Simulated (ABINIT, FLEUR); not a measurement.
An ABINIT input for a self-consistent single point of Mg6CuBi (Amm2, 8 atoms in the cell) (DFT, PBEsol, plane waves, PAW (JTH v2.0 PBE PAW, files made for PBE)):

```
# Mg6CuBi, JTH v2.0 PBE PAW
pp_dirpath "./"
pseudos "Mg.GGA_PBE-JTH.xml, Cu.GGA_PBE-JTH.xml, Bi.GGA_PBE-JTH.xml"
acell 9.4200390669 11.9992660295 11.9992660295
rprim
         1.0000000000    0.0000000000    0.0000000000
         0.0000000000    0.5111714741    0.8594787514
         0.0000000000   -0.5111714741    0.8594787514
natom 8
ntypat 3
znucl 12 29 83
typat 1 1 1 1 1 1 2 3
xcart
         2.4924350000    1.6121913435    6.3787942413
         2.4924350000   -1.6121913435    6.3787942413
         0.0000000000    1.7583824007    4.5314423388
         0.0000000000   -1.7583824007    4.5314423388
         0.0000000000    0.0000000000    7.3255552695
         0.0000000000    0.0000000000    1.7413679322
         2.4924350000    0.0000000000    9.1253180772
         2.4924350000    0.0000000000    3.6468964116
      Angstrom
ecut 30
pawecutdg 60
pawxcdev 0
ixc -116133
occopt 7
tsmear 0.136 eV
nband 59
kptopt 1
ngkpt 4 3 3
nshiftk 1
shiftk 0 0 0
nstep 60
tolvrs 1.0e-12
prtwf 0
prtden 0
enunit 1
```

Problem. Translate this input to FLEUR.

Solution. One input that does it (others would too):

Input of the input generator:

```
Mg6CuBi
&input film=f /
1.0000000000 0.0000000000 0.0000000000
0.0000000000 0.6511313234 1.0948058826
0.0000000000 -0.6511313234 1.0948058826
9.4200390669
1.0 1.0 1.0

8
12 0.5000000000 0.8327600000 0.3360600000
12 0.5000000000 0.3360600000 0.8327600000
12 0.0000000000 0.6860300000 0.1442900000
12 0.0000000000 0.1442900000 0.6860300000
12 0.0000000000 0.6711500000 0.6711500000
12 0.0000000000 0.1595400000 0.1595400000
29 0.5000000000 0.8360400000 0.8360400000
83 0.5000000000 0.3341200000 0.3341200000

&comp jspins=1 /
&exco xctyp='PBEs' /
&kpt div1=4 div2=3 div3=3 gamma=t /
&end /
```

```xml
<?xml version="1.0" encoding="UTF-8" standalone="no"?>
<fleurInput fleurInputVersion="0.39">
   <comment>
      Mg6CuBi                                                                                             
   </comment>
   <calculationSetup>
      <cutoffs Kmax="3.8" Gmax="11.4" GmaxXC="11.4" numbands="0"/>
      <scfLoop itmax="80" minDistance="0.00001" maxIterBroyd="25" imix="Anderson" alpha="0.05" precondParam="0.0" spinf="2.0"/>
      <coreElectrons ctail="T" frcor="F" kcrel="0" coretail_lmax="0"/>
      <xcFunctional name="PBEs" relativisticCorrections="F"/>
      <magnetism jspins="1"/>
      <soc l_soc="F" theta="0.0" phi="0.0" spav="F"/>
      <expertModes spex="0" secvar="F"/>
      <geometryOptimization l_f="T" forcealpha="1.0" forcemix="BFGS" epsdisp="0.00001" epsforce="0.00001"/>
      <ldaU l_linMix="F" mixParam="0.05" spinf="1.0"/>
   </calculationSetup>
   <cell>
      <bzIntegration valenceElectrons="86.0" mode="gauss" fermiSmearingEnergy="0.00499791">
         <kPointListSelection listName="default-1"/>
         <!-- k-points included here -->
         <xi:include xmlns:xi="http://www.w3.org/2001/XInclude" href="kpts.xml"> </xi:include>
      </bzIntegration>
      <!-- symmetry operations included here -->
      <xi:include xmlns:xi="http://www.w3.org/2001/XInclude" href="sym.xml"> </xi:include>
      <bulkLattice scale="1.0">
         <bravaisMatrix>
            <row-1>    9.4200390668999994     0.0000000000000000     0.0000000000000000</row-1>
            <row-2>    0.0000000000000000     6.1336825041102978    10.3131141847639345</row-2>
            <row-3>    0.0000000000000000    -6.1336825041102978    10.3131141847639345</row-3>
         </bravaisMatrix>
      </bulkLattice>
   </cell>
   <atomSpecies>
      <species name="Magnesium (Mg)" element="Mg" atomicNumber="12">
         <mtSphere radius="2.57" gridPoints="905" logIncrement="0.013"/>
         <atomicCutoffs lmax="10" lnonsphr="8"/>
         <electronConfig flipSpins="F">
            <coreConfig>(1s1/2)</coreConfig>
            <valenceConfig>(2s1/2) (2p1/2) (2p3/2) (3s1/2)</valenceConfig>
         </electronConfig>
         <energyParameters s="3" p="3" d="3" f="4"/>
         <lo type="SCLO" l="0" n="2" eDeriv="0"/>
         <lo type="SCLO" l="1" n="2" eDeriv="0"/>
      </species>
      <species name="Copper (Cu)" element="Cu" atomicNumber="29">
         <mtSphere radius="2.63" gridPoints="925" logIncrement="0.013"/>
         <atomicCutoffs lmax="10" lnonsphr="8"/>
         <electronConfig flipSpins="F">
            <coreConfig>(1s1/2) (2s1/2) (2p1/2) (2p3/2) (3s1/2) (3p1/2) (3p3/2)</coreConfig>
            <valenceConfig>(4s1/2) (3d3/2) (3d5/2)</valenceConfig>
            <stateOccupation state="(4s1/2)" spinUp="0.5" spinDown="0.5"/>
         </electronConfig>
         <energyParameters s="4" p="4" d="3" f="4"/>
         <lo type="HELO" l="2" n="4" eDeriv="0"/>
      </species>
      <species name="Bismuth (Bi)" element="Bi" atomicNumber="83">
         <mtSphere radius="2.63" gridPoints="925" logIncrement="0.015"/>
         <atomicCutoffs lmax="10" lnonsphr="8"/>
         <electronConfig flipSpins="F">
            <coreConfig>(1s1/2) (2s1/2) (2p1/2) (2p3/2) (3s1/2) (3p1/2) (3p3/2) (4s1/2) (3d3/2) (3d5/2) (4p1/2) (4p3/2) (5s1/2) (4d3/2) (4d5/2) (5p1/2) (5p3/2) (4f5/2) (4f7/2)</coreConfig>
            <valenceConfig>(6s1/2) (5d3/2) (5d5/2) (6p1/2) (6p3/2)</valenceConfig>
            <stateOccupation state="(6p1/2)" spinUp="0.5" spinDown="0.5"/>
            <stateOccupation state="(6p3/2)" spinUp="1.0" spinDown="1.0"/>
         </electronConfig>
         <energyParameters s="6" p="6" d="6" f="5"/>
         <lo type="SCLO" l="2" n="5" eDeriv="0"/>
      </species>
   </atomSpecies>
   <atomGroups>
      <atomGroup species="Magnesium (Mg)">
         <relPos label="                   1">1.000/2.000 -.1672400000 .3360600000</relPos>
         <relPos label="                   2">1.000/2.000 .3360600000 -.1672400000</relPos>
         <force calculate="T" relaxXYZ="TTT"/>
      </atomGroup>
      <atomGroup species="Magnesium (Mg)">
         <relPos label="                   3">.0000000000 -.3139700000 .1442900000</relPos>
         <relPos label="                   4">.0000000000 .1442900000 -.3139700000</relPos>
         <force calculate="T" relaxXYZ="TTT"/>
      </atomGroup>
      <atomGroup species="Magnesium (Mg)">
         <relPos label="                   5">.0000000000 -.3288500000 -.3288500000</relPos>
         <force calculate="T" relaxXYZ="TTT"/>
      </atomGroup>
      <atomGroup species="Magnesium (Mg)">
         <relPos label="                   6">.0000000000 .1595400000 .1595400000</relPos>
         <force calculate="T" relaxXYZ="TTT"/>
      </atomGroup>
      <atomGroup species="Copper (Cu)">
         <relPos label="                   7">1.000/2.000 -.1639600000 -.1639600000</relPos>
         <force calculate="T" relaxXYZ="TTT"/>
      </atomGroup>
      <atomGroup species="Bismuth (Bi)">
         <relPos label="                   8">1.000/2.000 .3341200000 .3341200000</relPos>
         <force calculate="T" relaxXYZ="TTT"/>
      </atomGroup>
   </atomGroups>
   <output dos="F" band="F" slice="F">
      <checks vchk="F" cdinf="F"/>
      <bandDOS minEnergy="-.5*Htr" maxEnergy="0.5*Htr" sigma="0.015" storeEVData="T"/>
      <vacuumDOS vacdos="F" integ="F" star="F" nstars="0" locx1="0.0" locy1="0.0" locx2="0.0" locy2="0.0" nstm="0" tworkf="0.0"/>
      <unfoldingBand unfoldBand="F" supercellX="1" supercellY="1" supercellZ="1"/>
      <plotting iplot="0" polar="F">
         <plot TwoD="T" vec1="  1.0  0.0  0.0" vec2="  0.0  1.0  0.0" vec3="  0.0  0.0  1.0" zero="  0.0  0.0  0.0" file="plot"/>
      </plotting>
      <chargeDensitySlicing numkpt="0" minEigenval="0.0" maxEigenval="0.0" nnne="0" pallst="F"/>
      <specialOutput eonly="F"/>
      <magneticCircularDichroism mcd="F" energyLo="-10.0" energyUp="0.0"/>
   </output>
  <!-- We include the file relax.xml here to enable relaxations (see documentation) -->
  <xi:include xmlns:xi="http://www.w3.org/2001/XInclude" href="relax.xml"> <xi:fallback/> </xi:include>
</fleurInput>
```

Basis settings and potentials, where a program has them, do not carry over. This input uses DFT, PBEsol, all-electron FLAPW (FLEUR), scalar-relativistic valence.

The starting cell comes from a database of computed structures (which also holds hypothetical and non-ambient phases and stackings), without a prior relaxation at this level.
